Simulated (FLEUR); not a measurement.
Band structure of Sr (Fm-3m, 1 atom in the cell).

```xyz
1
Lattice="0.0000 2.9759 2.9759 2.9759 0.0000 2.9759 2.9759 2.9759 0.0000" Properties=species:S:1:pos:R:3 pbc="T T T"
Sr     0.0000     0.0000     0.0000
```

Method of the run: PBE, all-electron FLAPW (FLEUR), scalar-relativistic valence in FLEUR.

Settings: Kmax = 3.8 1/bohr; GmaxXC = 15.2 1/bohr; xcFunctional = pbe; jspins = 1; l_soc = F; mode = hist; fermiSmearingEnergy = 0.00367493 Htr; mesh (inpgen div1-3) = 8 8 8; inpgen gamma flag = true; Gmax = 15.2 1/bohr; numbands = 0; maxIterBroyd = 25; imix = Anderson; alpha = 0.05.

The starting cell has typed, rounded lattice constants, without a prior relaxation at this level. Its lattice was rescaled by a random factor within 2.5 % of one. Values depend on the basis (sphere radii, cutoffs, local orbitals), which need not be converged.

Levels in eV from the Fermi level, bands 2 to 8:
```json
[
 {"point": "Γ", "2": "-18.36", "3": "-18.36", "4": "-18.36", "5": "-3.68", "6": "2.43", "7": "2.43", "8": "2.43"},
 {"point": "X", "2": "-18.57", "3": "-18.44", "4": "-18.44", "5": "-0.66", "6": "0.35", "7": "1.17", "8": "5.07"},
 {"point": "W", "2": "-18.51", "3": "-18.51", "4": "-18.44", "5": "0.07", "6": "0.69", "7": "0.69", "8": "2.38"},
 {"point": "K", "2": "-18.53", "3": "-18.49", "4": "-18.42", "5": "-0.09", "6": "0.26", "7": "0.92", "8": "3.55"},
 {"point": "L", "2": "-18.58", "3": "-18.39", "4": "-18.39", "5": "-1.11", "6": "0.14", "7": "2.26", "8": "2.26"},
 {"point": "U", "2": "-18.53", "3": "-18.49", "4": "-18.42", "5": "-0.09", "6": "0.26", "7": "0.92", "8": "3.55"}
]
```
